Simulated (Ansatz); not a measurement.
# Hypothetical Fddd MoSi2, response to strain

Consider MoSi$_{2}$ (space group Fddd, No. 70; a hypothetical phase, not in the database extracts checked).

```
MoSi2
1.0
    0.00000     3.97925     4.36331
    2.28560     0.00000     4.36331
    2.28560     3.97925     0.00000
Si Mo
4 2
Cartesian
  2.28560   5.28522   4.36331
  2.28560   2.67327   4.36331
  3.42840   4.66289   6.54496
  3.42840   7.27485   6.54496
  0.00000   0.00000   0.00000
  1.14280   1.98962   2.18165
```

Cartesian axes are those of the cell as printed.

Strains are applied to the cell and any free atomic positions relax; under biaxial strain the out-of-plane vector relaxes too.

The values are results of PBEsol (Ansatz, a quantum-chemistry and plane-wave program, PAW, no spin-orbit coupling), not measurements.

Notes on the quantities. energy relative to the base: free energy F; pressure: mean of the normal stresses, compression positive.

```csv
case,energy relative to the base,pressure,volume per atom
base,0 meV/atom,0.0 GPa,13.23 Å³
"biaxial strain −0.54 %, plane normal [001], relaxed out of plane",+0.7 meV/atom,1.1 GPa,13.16 Å³
"biaxial strain +0.65 %, plane normal [001], relaxed out of plane",+1.0 meV/atom,-1.3 GPa,13.32 Å³
isotropic strain +1.02 %,+8.2 meV/atom,-6.3 GPa,13.64 Å³
uniaxial strain ε_xx = +4.72 %,+38 meV/atom,-9.0 GPa,13.85 Å³
```

Without a gap, meshes like the base's 13×13×13 leave anisotropic stresses uncertain by several tenths of a GPa, and small strain energies with them. Whether these cells are dynamically stable was not tested. All final runs are without spin polarisation.
